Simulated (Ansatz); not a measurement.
Reference: KCdF₃ (Pm-3m), PBEsol, rigid bands (plane waves, PAW, scalar-relativistic; Ansatz, an electronic-structure program); geometry: cell and atoms relaxed with PBEsol.

```xyz
5
Lattice="4.3850 0.0000 0.0000 0.0000 4.3850 0.0000 0.0000 0.0000 4.3850" Properties=species:S:1:pos:R:3 pbc="T T T"
K      0.0000     0.0000     0.0000
Cd     2.1925     2.1925     2.1925
F      0.0000     2.1925     2.1925
F      2.1925     0.0000     2.1925
F      2.1925     2.1925     0.0000
```

| Item | Result |
|---|---|
| band gap | 2.96 eV |
| electron conductivity mass | 0.45 mₑ |
| hole conductivity mass | 1.03 mₑ |
| Seebeck coefficient, n-type 1e19 cm⁻³ | -201 μV/K |

### Question
Swap Cd for Zn, keeping the structure type. How do these values move?

### Answer
KZnF₃ (Pm-3m): volume per atom 16.9 to 13.3 Å³; band gap rises (2.96 eV to 3.71 eV); electron conductivity mass stays about the same (0.45 mₑ to 0.45 mₑ); hole conductivity mass rises (1.03 mₑ to 1.27 mₑ); Seebeck coefficient, n-type 1e19 cm⁻³ stays about the same (-201 μV/K to -199 μV/K).

### Question
Swap K for Cs, keeping the structure type. How do these values move?

### Answer
CsCdF$_{3}$ (Pm-3m): volume per atom 16.9 to 17.8 Å³; band gap rises (2.96 eV to 3.23 eV); electron conductivity mass falls (0.45 mₑ to 0.41 mₑ); hole conductivity mass stays about the same (1.03 mₑ to 1.08 mₑ); Seebeck coefficient, n-type 1e19 cm⁻³ falls in size (-201 μV/K to -188 μV/K).

### Question
Swap K for Rb, keeping the structure type. How do these values move?

### Answer
RbCdF₃ (Pm-3m): volume per atom 16.9 to 17.2 Å³; band gap stays about the same (2.96 eV to 3.05 eV); electron conductivity mass stays about the same (0.45 mₑ to 0.43 mₑ); hole conductivity mass stays about the same (1.03 mₑ to 1.04 mₑ); Seebeck coefficient, n-type 1e19 cm⁻³ stays about the same (-201 μV/K to -195 μV/K).

Moves up to 5 % count as about the same. Masses are for dilute carriers at 300 K, harmonic means over directions unless an axis is named. Seebeck coefficients are for the stated density at 300 K, with one relaxation time for all states and whether or not that doping can be reached. Spin-orbit coupling is left out.

Formula and space group known from diffraction (Crystallography Open Database), not checked to be the room-temperature form: KZnF3 (Pm-3m). Computed structure with no diffraction record at hand here (it may be known, metastable or hypothetical): CsCdF3 (Pm-3m), KCdF3 (Pm-3m), RbCdF3 (Pm-3m).
